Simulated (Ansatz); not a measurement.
The parent structure is SnSe₂ in the rutile structure (space group P4_2/mnm, No. 136; a = 6.483 Å, c = 3.971 Å; a hypothetical phase, not in the database extracts checked).

The values are results of r2SCAN in Ansatz (plane waves to 500 eV, PAW, no spin-orbit coupling), earlier PAW set, not measurements.

One change was made to it. Results:

The volume per atom decreases by 15.74 Å³, from 27.82 Å³ to 12.08 Å³; the c/a ratio grows by 0.060 (0.613 → 0.673).

**Question.** What was done to the base?
A. Sn → W
B. Se → O
C. Sn → Mn

**Answer.** B, Se → O. For comparison, the volume per atom in the other runs: Sn → Mn gives 21.69 Å³; Sn → W gives 21.40 Å³.

Other magnetic orders, which the real material may have, were not ruled out. Whether these cells are dynamically stable was not tested. As relaxed here, MnSe2 and WSe2 are hypothetical phases, not in the database extracts checked. Spin-polarised in the final run: MnSe2; the other runs are not. WSe2 has a high density of states at the Fermi level and may be magnetic at this level.

Ansatz is an electronic-structure program.
